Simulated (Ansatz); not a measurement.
## A computed series for AlN: response to strain

Start from AlN in the wurtzite structure (space group P6_3mc, No. 186).

```yaml
crystal:
  lattice:
    - [3.08878, 0.00000, 0.00000]
    - [-1.54439, 2.67496, 0.00000]
    - [0.00000, 0.00000, 4.94326]
  atoms:
    - { symbol: Al, position: [0.33333, 0.66667, 0.00000] }
    - { symbol: Al, position: [0.66667, 0.33333, 0.50000] }
    - { symbol: N, position: [0.33333, 0.66667, 0.38200] }
    - { symbol: N, position: [0.66667, 0.33333, 0.88200] }
```

Strains are applied to the cell and any free atomic positions relax.

Computed with LDA (Ansatz, a program for electronic structure; PAW; 420 eV plane waves; no spin-orbit coupling).

Candidates:
(a) isotropic strain +1.80 %
(b) isotropic strain +0.60 %
(c) isotropic strain +3.00 %

Before the change:

The band gap comes out as 4.42 eV.

**Question.** Order them by band gap, lowest first.

**Answer.** (c) isotropic strain +3.00 % (3.65 eV), (a) isotropic strain +1.80 % (3.95 eV), (b) isotropic strain +0.60 % (4.26 eV)

Whether these cells are dynamically stable was not tested.
